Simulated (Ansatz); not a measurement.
# How the bulk modulus B0 of Ni3Al (Fm-3m, No. 225; start mp-672232; another space group than a measured phase of this formula) moves with the method

No measured value is used here.

| level (code) | value (GPa) | cell (Å³/atom) |
|---|---|---|
| LDA (Ansatz) | ___ | 10.60 |
| PBEsol (Ansatz) | 201 | 10.96 |
| r²SCAN (Ansatz) | 202 | 11.01 |

Problem. Some entries are withheld; supply them.

Solution. 
- LDA (Ansatz, a quantum-chemistry and plane-wave program), value (GPa): 219

The crystal itself was run without spin with LDA, PBEsol, r²SCAN. LDA, PBEsol, r²SCAN: the run has no spin polarisation, so it can have missed a magnetic state. LDA, PBEsol, r²SCAN: the bulk modulus is −V dP/dV from two relaxed cells at ±2 % in volume. LDA, PBEsol, r²SCAN: the relaxation could not lower the start's symmetry, so the cell can be a saddle point above a distorted one. Each level is taken at its own relaxed cell. Cutoffs differ between the levels. Ansatz's density-functional and Hartree–Fock values are scalar-relativistic unless marked +SOC, with PAW data made under PBE.

A start named mp-… is a Materials Project structure, which can be a computed phase never made.
